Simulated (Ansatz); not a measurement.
The parent structure is Ca in the fcc (Cu type) structure (space group Fm-3m, No. 225; a = 5.5265 Å; relaxed with 0.1 eV smearing).

Structures relaxed with plane-wave PAW DFT at the PBE level (Ansatz, an electronic-structure program, 420 eV), no spin-orbit coupling.

Base:

Simulated powder pattern, Cu Kα1, λ = 1.54056 Å (kinematic, ideal powder, no thermal factors, no anomalous dispersion; the 8 strongest lines at most, above 2 %, up to 2θ = 90°):

```tsv
2θ (°)	I/Imax (%)	hkl
27.94	100	(111)
32.37	50	(200)
46.44	33	(220)
55.07	38	(311)
57.74	11	(222)
74.82	14	(331)
77.12	13	(420)
86.13	9.4	(422)
```

After one change:

Simulated powder pattern, Cu Kα1, λ = 1.54056 Å (kinematic, ideal powder, no thermal factors, no anomalous dispersion; the 8 strongest lines at most, above 2 %, up to 2θ = 90°):

```tsv
2θ (°)	I/Imax (%)
27.25	100
31.56	50
45.24	34
53.61	39
56.20	11
72.70	14
74.91	13
89.91	11
```

Task: Which change produced these results?
(A) isotropic strain −0.50 %
(B) isotropic strain −1.50 %
(C) isotropic strain −3.00 %
(D) isotropic strain +2.50 %

Result: D, isotropic strain +2.50 %. Its volume per atom is 45.44 Å³ against 42.20 Å³, and its space group is Fm-3m (No. 225).

Stability against distortions was not tested.
